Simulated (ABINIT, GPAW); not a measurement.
A GPAW input for a self-consistent single point of MgAu3 (Pm-3m, 4 atoms in the cell) (DFT LDA (Perdew-Wang 92), plane waves, GPAW PAW datasets LDA (gpaw-data 1.0.1)):

```python
from ase import Atoms
from ase.units import GPa
from gpaw import GPAW

atoms = Atoms(['Mg', 'Au', 'Au', 'Au'],
              cell=[[4.106530, 0.000000, 0.000000],
                    [0.000000, 4.106530, 0.000000],
                    [0.000000, 0.000000, 4.106530]],
              positions=[[0.000000, 0.000000, 0.000000],
                         [2.053265, 2.053265, 0.000000],
                         [0.000000, 2.053265, 2.053265],
                         [2.053265, 0.000000, 2.053265]],
              pbc=True)

calc = GPAW(mode={'name': 'pw', 'ecut': 850},
            xc='LDA',
            kpts={'size': (6, 6, 6), 'gamma': True},
            occupations={'name': 'fermi-dirac', 'width': 0.1},
            nbands=-8,
            convergence={'forces': 0.001},
            symmetry={'symmorphic': False, 'tolerance': 0.0005},
            maxiter=150,
            txt='-')

atoms.calc = calc

energy = atoms.get_potential_energy()
print('Energy (eV):', round(energy, 6))
forces = atoms.get_forces()
print('Forces (eV/Ang):')
print(forces.round(5))
stress = atoms.get_stress()
print('Stress (GPa, Voigt):', (stress / GPa).round(4))
```

Question: Translate this input to ABINIT.

Answer: One input that does it (others would too):

```
# MgAu3, PseudoDojo nc-sr-04 LDA standard
pp_dirpath "./"
pseudos "Mg.upf, Au.upf"
acell 4.1065300000 4.1065300000 4.1065300000 Angstrom
rprim
         1.0000000000    0.0000000000    0.0000000000
         0.0000000000    1.0000000000    0.0000000000
         0.0000000000    0.0000000000    1.0000000000
natom 4
ntypat 2
znucl 12 79
typat 1 2 2 2
xred
         0.0000000000    0.0000000000    0.0000000000
         0.5000000000    0.5000000000    0.0000000000
         0.0000000000    0.5000000000    0.5000000000
         0.5000000000    0.0000000000    0.5000000000
ecut 42 Ha
ixc 7
occopt 3
tsmear 0.1 eV
nband 43
kptopt 1
ngkpt 6 6 6
nshiftk 1
shiftk 0 0 0
nstep 50
tolvrs 1.0e-10
prtwf 0
prtden 0
prtvol 1
enunit 2
```

Basis, cutoffs, solver keys and any potentials are the target program's own. This input uses DFT, LDA (PW92), plane waves, norm-conserving pseudopotentials (PseudoDojo nc-sr-04 LDA standard). LDA parametrisations can differ slightly between programs. Both were run: pressure -5.28 GPa in GPAW and -6.89 in ABINIT.

On GPAW: the starting cell comes from a database of computed structures (which also holds hypothetical and non-ambient phases and stackings), without a prior relaxation at this level. With a pressure of about -5 GPa the cell is away from its equilibrium volume at this level.

On ABINIT: the starting cell comes from a database of computed structures (which also holds hypothetical and non-ambient phases and stackings), without a prior relaxation at this level. With a pressure of about -7 GPa the cell is away from its equilibrium volume at this level.
